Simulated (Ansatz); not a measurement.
The parent structure is Mo in the bcc (W type) structure (space group Im-3m, No. 229; a = 3.151 Å).

Level of theory: Kohn–Sham DFT with the r2SCAN functional, run in Ansatz (an electronic-structure program) with PAW and 500 eV plane waves, no spin-orbit coupling.

For the base:

| Item | Value |
|---|---|
| Volume per atom | 15.64 Å³ |

One thing is altered: cell and atoms relaxed at a pressure of 30 GPa.

**Question.** Estimate the effect on the volume per atom.

**Answer.** The volume per atom drops by 1.364 Å³ (15.64 Å³ → 14.27 Å³).

Load acts through the strain it causes; cell and atoms are relaxed under it. No phonon test of stability was made. No other phases were tried under pressure. The final runs are not spin-polarised.
